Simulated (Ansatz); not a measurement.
Consider BaTiO$_{3}$ in the cubic perovskite structure (space group Pm-3m, No. 221; a = 3.994 Å).

Computed with Kohn–Sham DFT with the r2SCAN functional, run in Ansatz (an electronic-structure program) with PAW and 500 eV plane waves, no spin-orbit coupling.

Base values:

| Quantity | Result |
|---|---|
| Smallest direct gap | 2.28 eV |
| Volume per atom | 12.74 Å³ |

One thing is altered: cell and atoms relaxed at a pressure of 7 GPa.

Task: Estimate the effect on the smallest direct gap.

Result: The smallest direct gap increases by 0.05 eV (2.28 eV → 2.33 eV).

Task: What happens to the volume per atom?

Result: The volume per atom drops by 0.45 Å³, from 12.74 Å³ to 12.29 Å³.

Load acts through the strain it causes; cell and atoms are relaxed under it. Whether these cells are dynamically stable was not tested. No other phases were tried under pressure. All final runs are without spin polarisation. Many cubic perovskites are stable only at high temperature; tilts and polar distortions were not tested. This is not the structure that BaTiO3 has at room temperature and ambient pressure.
